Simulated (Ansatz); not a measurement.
Take BeTe in the zinc blende structure (space group F-43m, No. 216) as the base.

```yaml
crystal:
  lattice:
    - [0.00000, 2.80217, 2.80217]
    - [2.80217, 0.00000, 2.80217]
    - [2.80217, 2.80217, 0.00000]
  atoms:
    - { symbol: Be, position: [0.00000, 0.00000, 0.00000] }
    - { symbol: Te, position: [0.25000, 0.25000, 0.25000] }
```

Cartesian axes are those of the cell as printed.

All numbers come from PBEsol in Ansatz (plane waves to 420 eV, PAW, spin-orbit coupling left out).

For the base:

The band gap comes out as 1.84 eV and the valence-band top at Γ is 0.00, 0.00, 0.00 eV.

Perturbation: tensor shear ε_xy = +1.71 % (engineering shear γ = 0.0342); the atoms relax in the strained cell.

Question: What happens to the band gap, valence-band top at Γ and largest internal atomic displacement?

Answer: The band gap shrinks by 0.214 eV, from 1.84 eV to 1.62 eV; the valence-band top at Γ (three highest levels, from the VBM) goes from 0.00, 0.00, 0.00 eV to 0.00, -0.16, -0.28 eV; the largest internal atomic displacement amounts to 0.012 Å.

Spin-orbit coupling, missing from the scalar runs, can matter with Te. Stability against distortions was not tested.

Ansatz is a first-principles code.
